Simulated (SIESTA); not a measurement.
SIESTA run on HfW2 (P1, 6 atoms in the cell): relaxation of the atoms.

Method: LDA PW92, numerical atomic orbitals DZP, PseudoDojo LDA standard norm-conserving potentials (rewritten from UPF to PSML) (SIESTA).

The change in words: atoms moved at random; MD.TypeOfRun: default → CG; MD.Steps: default → 40; MD.MaxForceTol: default → 0.005 eV/Ang. Reference geometry:
```xyz
6
Lattice="0.0000 3.7944 3.7944 3.7944 0.0000 3.7944 3.7944 3.7944 0.0000" Properties=species:S:1:pos:R:3 pbc="T T T"
Hf     3.7944     3.7944     3.7944
Hf     5.6916     5.6916     5.6916
W      0.9486     0.9486     0.9486
W      0.9486     2.8458     2.8458
W      2.8458     2.8458     0.9486
W      2.8458     0.9486     2.8458
```

Reference input (self-consistent single point, DFT, LDA PW92, numerical atomic orbitals DZP, PseudoDojo LDA standard norm-conserving potentials (rewritten from UPF to PSML)): XC.functional = LDA; XC.authors = PW92; potentials = PseudoDojo LDA standard; PAO.BasisSize = DZP; PAO.EnergyShift = 0.01 Ry; MeshCutoff = 400 Ry; kgrid.MonkhorstPack = 9 9 9; OccupationFunction = MP; OccupationMPOrder = 0; ElectronicTemperature = 136 meV; MaxSCFIterations = 150; SCF.Mixer.Method = Pulay. This run's input differs from it in these lines:

```diff
@@ -18,8 +18,8 @@
 %block AtomicCoordinatesAndAtomicSpecies
-     0.500000000    0.500000000    0.500000000  1
-     0.750000000    0.750000000    0.750000000  1
-     0.125000000    0.125000000    0.125000000  2
-     0.625000000    0.125000000    0.125000000  2
-     0.125000000    0.125000000    0.625000000  2
-     0.125000000    0.625000000    0.125000000  2
+     0.503007000    0.502837000    0.494960000  1
+     0.759607000    0.736922000    0.769363000  1
+     0.121704000    0.134466000    0.108483000  2
+     0.625070000    0.119895000    0.122104000  2
+     0.123197000    0.130914000    0.628833000  2
+     0.117414000    0.624965000    0.126258000  2
 %endblock AtomicCoordinatesAndAtomicSpecies
@@ -46,2 +46,5 @@
 Diag.ParallelOverK           true
+MD.TypeOfRun                 CG
+MD.Steps                     40
+MD.MaxForceTol               0.005 eV/Ang
 WriteForces                  true
```

Log, with long lists cut:

```
        iscf     Eharris(eV)        E_KS(eV)     FreeEng(eV)     dDmax    Ef(eV) dHmax(eV)
   scf:    1   -11309.350304   -11327.106371   -11327.125033  1.296888 -3.122422  7.062123
   scf:    2   -11330.967203   -11329.234603   -11329.254688  0.108647 -3.277081  4.994153
   scf:    3   -11331.779946   -11330.843209   -11330.867968  0.145741 -3.532208  3.601085
   scf:    4   -11332.072984   -11331.658960   -11331.683726  0.133041 -3.827305  0.597123
   scf:    5   -11331.694464   -11331.708245   -11331.734021  0.030099 -3.856282  0.091848
   [... 4 lines left out ...]
   scf:   10   -11331.712207   -11331.712200   -11331.737714  0.000103 -3.860876  0.002738
   scf:   11   -11331.712209   -11331.712205   -11331.737716  0.000189 -3.861294  0.000831
   scf:   12   -11331.712207   -11331.712206   -11331.737716  0.000102 -3.861563  0.000390
   scf:   13   -11331.712206   -11331.712206   -11331.737716  0.000024 -3.861632  0.000328
SCF Convergence by DM+H criterion
max |DM_out - DM_in|         :     0.0000240691
max |H_out - H_in|      (eV) :     0.0003282251
SCF cycle converged after 13 iterations

Using DM_out to compute the final energy and forces

siesta: E_KS(eV) =           -11331.7122

siesta: E_KS - E_eggbox =    -11331.7122

siesta: Atomic forces (eV/Ang):
     1    0.143534    0.165382   -0.210306
     2   -0.234116   -1.295587    0.217775
     3    0.713964    1.611143   -0.280491
     4    0.826703   -0.269536   -0.208081
     5   -1.294157   -0.736018    0.087906
     6   -0.153541    0.528647    0.394063
   Tot    0.002387    0.004031    0.000866
   Max    1.611143
   Res    0.688766    sqrt( Sum f_i^2 / 3N )
   Max    1.611143    constrained

   [... lines left out ...]
outcell: Cell volume (Ang**3)        :    109.2613
        iscf     Eharris(eV)        E_KS(eV)     FreeEng(eV)     dDmax    Ef(eV) dHmax(eV)
siesta: FreeEng =    -11331.934559
   [... lines left out ...]
siesta:     0.068074    0.000001    0.000001
siesta:     0.000001    0.068077   -0.000000
siesta:     0.000001   -0.000000    0.068073

siesta: Cell volume =        109.261258 Ang**3

siesta: Pressure (static):
siesta:                Solid            Molecule  Units
siesta:          -0.00074143         -0.00074163  Ry/Bohr**3
siesta:          -0.06807480         -0.06809316  eV/Ang**3
siesta:        -109.06785634       -109.09726296  kBar
```

The run converged. 

Summary of the result:
| Quantity | Value |
|---|---|
| Free energy E − TS | -11331.9346 eV |
| Fermi level (on the code's own zero) | -3.87 eV |
| Pressure | -10.91 GPa |
| Largest force (vector length) | 0.004 eV/Å |
| Relaxation steps | 12 |

The starting cell comes from a database of computed structures (which also holds hypothetical and non-ambient phases and stackings), without a prior relaxation at this level. For this run, on top of that: atoms moved at random. Spin polarisation is off. Values carry the incompleteness of an atom-centred basis.

Cost on one core of a shared machine: roughly 20 min.
